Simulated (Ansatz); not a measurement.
Take Ti in the hcp (Mg type) structure (space group P6_3/mmc, No. 194; relaxed with 0.1 eV smearing) as the base.

```xyz
2
Lattice="2.9364 0.0000 0.0000 -1.4682 2.5430 0.0000 0.0000 0.0000 4.6402" Properties=species:S:1:pos:R:3 pbc="T T T"
Ti     1.4682     0.8477     3.4802
Ti     0.0000     1.6953     1.1601
```

The values are results of DFT with r2SCAN, PAW potentials and a 500 eV plane-wave cutoff in Ansatz (a program for electronic structure), scalar-relativistic without spin-orbit coupling, not measurements.

Before the change:

```
Item        Value
--------  -------
Pressure  0.0 GPa
```

Modification: every lattice vector is stretched by 0.50 %; the atoms relax in the strained cell.

Problem. What does the calculation give for the energy relative to the base and pressure after the change?

Solution. The energy grows by 1.4 meV/atom; the pressure (mean of the normal stresses, compression positive) goes from zero to -1.7 GPa.

Whether these cells are dynamically stable was not tested. All final runs are without spin polarisation.
